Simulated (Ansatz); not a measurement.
Input:

```
ScBi
1.0
    4.50413     0.00000     0.00000
    0.00000     4.50413     0.00000
    2.25207    -2.25207     3.54897
Bi Sc
1 1
Direct
  0.75000   0.75000   0.50000
  0.00000   0.00000   0.00000
```

No spin polarisation.

Method: PBEsol (Ansatz, a quantum-chemistry and plane-wave program; PAW; 420 eV plane waves; no spin-orbit coupling). k-mesh 12×12×12 (Γ-centred); smearing 0.05 eV (Fermi–Dirac).

### Question
Predict the space group, pressure and band gap.

### Answer
The space group is I-4m2 (No. 119) and the pressure (mean of the normal stresses, compression positive) is 3.8 kbar. The band gap is 0.86 eV.

Spin-orbit coupling, missing from the scalar runs, can matter with Bi. The cells carry an imposed strain or load. Whether these cells are dynamically stable was not tested. The final runs are not spin-polarised. The cell was made from ScBi in the zinc blende structure (space group F-43m, No. 216; a hypothetical phase, not in the database extracts checked) by this change: biaxial strain −4.08 %, plane normal [001], relaxed out of plane.
